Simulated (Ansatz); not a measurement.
AlN (P6_3mc), Ansatz (a quantum-chemistry and plane-wave program) with r2SCAN with spin-orbit coupling, rigid bands. Band gap 4.87 eV, N_c = 4.35e18 cm⁻³ and N_v = 5.91e19 cm⁻³ at 300 K, conductivity masses along y (a = (3.11, 0.00, 0.00) Å; b = (-1.55, 2.69, 0.00) Å; c = (0.00, 0.00, 4.98) Å) of 0.319 mₑ (electrons) and 3.69 mₑ (holes). Take k_BT = 0.02585 eV.

Problem. What thermal injection velocity √(2k_BT/πm) limits a ballistic channel along the direction named?

Solution. 9.53e6 cm/s for electrons and 2.80e6 cm/s for holes, a ratio of √(m_h/m_e) = 3.40, for dilute carriers.

Problem. Find the intrinsic carrier density and the intrinsic Fermi level.

Solution. n_i = √(N_c N_v) exp(−E_g/2k_BT) = 1.60e19 × exp(−94.19) = 2.0e-22 cm⁻³. The level lies (k_BT/2) ln(N_v/N_c) = 34 meV from mid-gap (positive towards the conduction band). Each 0.1 eV added to the gap lowers n_i by a factor of 6.9.

Problem. A film of it is 3 nm thick, with its normal along the direction named. Estimate the confinement energies in an infinite well.

Solution. ħ²π²/(2m t²) = 0.376 eV·nm²/(m/mₑ × t²) gives 131 meV for electrons and 11.3 meV for holes, so the gap would widen to about 5.01 eV. Finite barriers and nonparabolic bands lower this, and with several valleys or bands the heaviest mass along the normal sets the lowest level, not this average.

Rigid bands with the computed gap; masses take one relaxation time for all states.
